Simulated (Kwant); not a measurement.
Model system: quantum point contact (saddle potential) in a Ge (holes) two-dimensional gas. Effective mass 0.06 mₑ, grid spacing 10 nm, hard walls, nominal width 300 nm (29 grid rows, so walls 300 nm apart), one parabolic valley, scattering region 900 nm long along x; energies count from the band bottom; Fermi energy 0.00351 eV. Potential (V0 + ½k y²) cos²(πx/L) for |x| < L/2, with V0 swept from 0.0036855 to 0 eV, k = 4.6e-07 eV/nm², L = 440 nm.

Constants are typed, rounded textbook-type inputs, not results; the design itself was drawn at random and stands for no fabricated device.

Model: effective-mass tight-binding model on a square grid, one spin, coherent transport at 0 K (Kwant). Conductance is in e²/h.

Problem. Compare with the saddle-point formula G = Σ 1/(1 + exp(−2π(E − V0 − ħωy(n + ½))/ħωx)), taking ħωy = ħ√(k/m) and ħωx from the curvature along x of V0 plus half of the mode's confinement energy.

Solution. ħωy = 0.764 meV; at V0 = 2.99 meV the lowest mode has ħωx = 0.642 meV.

```tsv
V0 (meV)	formula	simulation
3.47	0.042	0.042
2.99	0.80	0.80
2.51	1.19	1.20
2.03	1.99	1.99
1.55	2.64	2.69
1.07	3.07	3.09
```

The formula takes a parabolic saddle in the continuum; the run has the full potential on a grid.
